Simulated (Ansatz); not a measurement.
The starting structures come from a database of crystals and need not be the phases stable at ambient conditions.

Tunnelling through a barrier is set by its complex band structure: the current falls as exp(−2κd) with the smallest κ.

```
CELL_PARAMETERS angstrom
      5.57558     0.00000     0.00000
      2.78779     8.53781     0.00000
      2.78779     0.91028     4.74202
ATOMIC_POSITIONS crystal
  K  0.62310 0.13069 0.62310
  K  0.37690 0.86931 0.37690
  K  0.79137 0.62590 0.79137
  K  0.20863 0.37410 0.20863
  Be 0.00000 0.00000 0.00000
  P  0.92104 0.23689 0.92104
  P  0.07896 0.76311 0.07896
```

Space group of this cell: R-3m. The cell is taken as given.

Transport runs along the normal of the first two printed cell vectors, the (101) plane of the conventional cell.

The gap is the functional's own, uncorrected, and κ follows it; spin-orbit coupling is left out. Mid-gap values are interpolated between the computed energies.

**Question.** Compute, with PBEsol run with Ansatz (a first-principles code), the band gap and the smallest decay constant κ at mid-gap.

**Answer.** Gap 1.09 eV on a 6×6×6 mesh; κ = 0.178 1/Å, at the zone centre.
